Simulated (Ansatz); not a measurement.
Input and output of a self-consistent single point for LaPt3 (P4mm, 4 atoms in the cell) (Ansatz, a program for electronic structure).

Method: LDA (PW92), harder PAW files (source: ansatz) made with PBE (plane waves; Ansatz).

```
LaPt3
1.0
    4.19336     0.00000     0.00000
    0.00000     4.19336     0.00000
    0.00000     0.00000     4.19336
La Pt
1 3
Cartesian
  0.00000   0.00000   0.05000
  0.00000   2.09668   2.09668
  2.09668   0.00000   2.09668
  2.09668   2.09668   0.00000
```

Reference input (self-consistent single point, DFT, LDA (PW92), plane waves, default PAW files made with PBE): basis.ecutwfc = 30.9 Ry; kpoints.mp_grid.grid = 7 7 7; hamiltonian.xc = lda; hamiltonian.pseudopotentials = {kind: paw} (the program's default PAW files); scf.occupations.method = gaussian; scf.occupations.width = 0.0073 Ry. This run's input differs from it in these lines:

Ansatz 0.2 input:
```diff
@@ -11,3 +11,3 @@
 basis:
-  ecutwfc: 30.9 Ry
+  ecutwfc: 19.8 Ry
 kpoints:
@@ -19,2 +19,3 @@
     kind: paw
+    source: ansatz
 scf:
```

The program printed (abridged):

```
SCF iter   1: F=—  HF=-42912.780137 eV  |F-HF|=—  |Δ(HF+E_count)|=         —  Δρ=3.68e-1  dr2=2.22e2  ethr=3.10e-3  ⟨swp⟩=4.6  Hψ=5143  notcnv=0
all-band conjugate gradients solve this SCF's bands
preconditioner: auto → Kerker (q_TF=auto, 2.672 Å⁻¹)
SCF iter   2: F=—  HF=-42897.866336 eV  |F-HF|=—  |Δ(HF+E_count)|=    1.49e1  Δρ=1.05e-1  dr2=8.41e0  ethr=3.10e-3  ⟨swp⟩=7.6  Hψ=4905  notcnv=0  defer=3
   [... lines left out ...]
SCF iter   7: F=—  HF=-42891.833479 eV  |F-HF|=—  |Δ(HF+E_count)|=   4.75e-4  Δρ=2.22e-4  dr2=6.00e-5  ethr=2.52e-6  ⟨swp⟩=2.0  Hψ=2272  notcnv=0  defer=74
SCF iter   8: F=—  HF=-42891.833441 eV  |F-HF|=—  |Δ(HF+E_count)|=   3.79e-5  Δρ=3.93e-5  dr2=1.93e-6  ethr=9.23e-8  ⟨swp⟩=2.1  Hψ=2295  notcnv=0  defer=74
SCF iter   9: F=—  HF=-42891.833440 eV  |F-HF|=—  |Δ(HF+E_count)|=   3.88e-7  Δρ=1.50e-5  dr2=3.91e-7  ethr=2.97e-9  ⟨swp⟩=2.0  Hψ=2293  notcnv=0  defer=74
SCF iter  10: F=-42891.833440 eV  HF=-42891.833440 eV  |F-HF|=1.62e-9  |Δ(HF+E_count)|=   1.56e-7  Δρ=2.26e-6  dr2=3.90e-9  ethr=1.54e-10  ⟨swp⟩=14.0  Hψ=7721  notcnv=0
SCF 1 converged in 10 iterations: F = -42891.833440 eV  dr2 = 3.90e-9
Free energy (F): -42891.833440 eV
Internal energy: -42891.815458 eV  (E = F + TS)
E sigma→0 (E₀):  -42891.824449 eV
Entropy (-TS):   -0.017983 eV (-4.496 meV/atom)
Fermi energy:    19.035497 eV
--- Forces (eV/Å), atoms counted from 1 ---
  atom   1  La     0.00000000     0.00000000    -0.26114504
  atom   2  Pt    -0.00000000     0.00000000     0.12854220
  atom   3  Pt     0.00000000     0.00000000     0.12854220
  atom   4  Pt     0.00000000     0.00000000     0.00407261
--- Stress (GPa, compression-positive) ---
      -18.626946       0.000000       0.000000
        0.000000     -18.626946       0.000000
        0.000000       0.000000     -18.300756
  P = ⅓ Tr σ = -18.5182 GPa (-185.182 kbar)
  The stress holds the Pulay correction. Without it, at fixed plane waves, as pw.x and ABINIT print it: P = -276.2806 GPa
```

The run converged in 10 iterations. Against the reference run the pressure goes from -6.46 to -18.52 GPa and the largest force goes from 0.443 to 0.261 eV/Å.

The starting cell comes from a database of computed structures (which also holds hypothetical and non-ambient phases and stackings), without a prior relaxation at this level. Its lattice was rescaled by up to half a per cent. One atom was moved a little off its site on purpose. Spin polarisation is off. Ansatz's pressure includes its estimate of the finite-basis (Pulay) stress. Without the estimate this run gives -276.28 GPa. The cutoff lies below the one recommended for these files.
